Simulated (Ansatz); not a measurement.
The parent structure is C in the diamond structure (space group Fd-3m, No. 227).

```
CELL_PARAMETERS angstrom
      0.00000     1.77690     1.77690
      1.77690     0.00000     1.77690
      1.77690     1.77690     0.00000
ATOMIC_POSITIONS crystal
  C  0.00000 0.00000 0.00000
  C  0.25000 0.25000 0.25000
```

Calculations: PBEsol (Ansatz, an electronic-structure program, PAW, scalar-relativistic without spin-orbit coupling).

Strains are applied to the cell and any free atomic positions relax.

One change was made to it. Results:

```json
[
 {"quantity": "pressure", "base": "0.0 kbar", "after": "221.7 kbar"},
 {"quantity": "energy relative to the base (free energy F)", "base": "0 meV/atom", "after": "+17 meV/atom"},
 {"quantity": "smallest direct gap", "base": "5.57 eV", "after": "5.70 eV"}
]
```

Q: Name the change that was made.
(A) isotropic strain −1.50 %
(B) isotropic strain +1.00 %
(C) isotropic strain +2.50 %
(D) isotropic strain −1.00 %
(E) isotropic strain −2.50 %

A: A, isotropic strain −1.50 %. For comparison, the energy relative to the base in the other runs: isotropic strain +2.50 % gives +41 meV/atom; isotropic strain −1.00 % gives +7.3 meV/atom; isotropic strain +1.00 % gives +6.9 meV/atom; isotropic strain −2.50 % gives +47 meV/atom.

Whether these cells are dynamically stable was not tested.
